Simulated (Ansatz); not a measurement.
**Si: pressure series**

The reference is Si in the diamond structure (space group Fd-3m, No. 227; a = 5.444 Å).

Cell and atoms are relaxed at each pressure.

Calculations: DFT with r2SCAN, PAW potentials and a 500 eV plane-wave cutoff in Ansatz (a quantum-chemistry and plane-wave program), no SOC.

Notes on the quantities. hole mass: degenerate bands, along [100].

| case | electron mass | volume per atom | hole mass |
|---|---|---|---|
| base | 0.91 mₑ along k, 0.19 mₑ across (off the special points) | 20.17 Å³ | 0.17, 0.25, 0.25 mₑ (at Γ) |
| pressure −2 GPa | 0.91 mₑ along k, 0.19 mₑ across (off the special points) | 20.61 Å³ | 0.16, 0.26, 0.26 mₑ (at Γ) |
| pressure −1 GPa | 0.91 mₑ along k, 0.19 mₑ across (off the special points) | 20.38 Å³ | 0.17, 0.25, 0.25 mₑ (at Γ) |
| pressure 0.9 GPa | 0.91 mₑ along k, 0.19 mₑ across (off the special points) | 19.99 Å³ | 0.18, 0.25, 0.25 mₑ (at Γ) |
| pressure 2.1 GPa | 0.91 mₑ along k, 0.19 mₑ across (off the special points) | 19.76 Å³ | 0.18, 0.25, 0.25 mₑ (at Γ) |
| pressure 4.5 GPa | 0.91 mₑ along k, 0.19 mₑ across (off the special points) | 19.33 Å³ | 0.19, 0.25, 0.25 mₑ (at Γ) |
| pressure 9 GPa | 0.92 mₑ along k, 0.19 mₑ across (off the special points) | 18.64 Å³ | 0.20, 0.24, 0.24 mₑ (at Γ) |
| pressure 15 GPa | 0.92 mₑ along k, 0.18 mₑ across (off the special points) | 17.88 Å³ | 0.22, 0.23, 0.23 mₑ (at Γ) |
| pressure 22.5 GPa | 0.92 mₑ along k, 0.18 mₑ across (off the special points) | 17.10 Å³ | 0.22, 0.22, 0.23 mₑ (at Γ) |
| pressure 30 GPa | 0.93 mₑ along k, 0.18 mₑ across (off the special points) | 16.45 Å³ | 0.22, 0.22, 0.25 mₑ (at Γ) |

The levels and masses belong to the bands next to the band gap. Load acts through the strain it causes; cell and atoms are relaxed under it. Effective masses come from finite differences of ±0.01 Å⁻¹. Along k means along the line from Γ to the band edge. Whether these cells are dynamically stable was not tested. Measured, Si leaves this structure (for the β-tin structure) near 12 GPa (room temperature; as listed in arXiv:1906.07825).
